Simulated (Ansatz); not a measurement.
## MoSe2, pressure series

Start from MoSe$_{2}$ in the 2H-MoS2 type structure (space group P6_3/mmc, No. 194; a = 3.277 Å, c = 12.732 Å; layered, stacked along the Cartesian z axis).

Cell and atoms are relaxed at each pressure.

The values are results of DFT with PBE-D3(BJ), PAW potentials and a 420 eV plane-wave cutoff in Ansatz (a quantum-chemistry and plane-wave program), scalar-relativistic without spin-orbit coupling, not measurements.

Computed cases, in order: pressure −2 GPa; pressure −1 GPa; 0 GPa (base); pressure 0.9 GPa; pressure 2.1 GPa; pressure 4.5 GPa; pressure 9 GPa; pressure 15 GPa; pressure 22.5 GPa; pressure 30 GPa.

Question: Between which two neighbouring cases does the band gap open or close?

Answer: Between pressure 15 GPa (0.16 eV) and pressure 22.5 GPa (zero). The whole series: pressure −2 GPa: 0.98 eV; pressure −1 GPa: 0.83 eV; 0 GPa (base): 0.74 eV; pressure 0.9 GPa: 0.68 eV; pressure 2.1 GPa: 0.61 eV; pressure 4.5 GPa: 0.50 eV; pressure 9 GPa: 0.34 eV; pressure 15 GPa: 0.16 eV; pressure 22.5 GPa: zero; pressure 30 GPa: zero.

A case with no gap was solved on a k-mesh chosen for an insulator, which is coarse for it. Load acts through the strain it causes; cell and atoms are relaxed under it. Whether these cells are dynamically stable was not tested. No other phases were tried under pressure. The final runs are not spin-polarised. The zero or small gap of MoSe2 under pressure 15 GPa, MoSe2 under pressure 22.5 GPa and MoSe2 under pressure 30 GPa can change with the level of theory.
